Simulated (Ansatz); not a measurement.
Functionals compared on NH3 on the 1x1 (0001) surface of hcp Ru, one in a 2x2 cell, started at the site 'bridge Ru-Ru (span 2.7 Å)', in Ansatz (plane waves, PAW). The structure was relaxed with PBE; the other rows are single points on it, each with its references at the same level. Cutoff 420 eV (500 eV for r2SCAN).

Model: 20-atom slab, 6.3 Å thick at the start under the adsorbate (thin: gaps and levels are the slab's own), 6x6x1 mesh, Fermi-Dirac 0.1 eV, dipole correction, 8 atoms held, the rest relaxed; no symmetry held; no spin, no spin-orbit, no U, no dispersion correction. At the end it is bonded to Ru. In PBE it is, or lies within 0.03 eV of, the lowest of the starts that converged. These notes are the PBE run's. Adsorption energies are against NH3(g). A negative adsorption energy means that the adsorbate is more stable on the surface than in its reference.

```tsv
functional	adsorption energy (eV)	work function of the top face (eV)	change of the work function (eV)	rough cost of the single point
PBE	-0.74	2.66	-2.33	–
RPBE	(withheld)	(withheld)	(withheld)	roughly 4 core-minutes
r2SCAN	-0.88	2.57	-2.43	about 9 core-minutes (a rough figure)
```

**Question.** What belongs in the gaps?

**Answer.** 
- RPBE, adsorption energy (eV): -0.44
- RPBE, work function of the top face (eV): 2.56
- RPBE, change of the work function (eV): -2.27

Ansatz is an electronic-structure program.
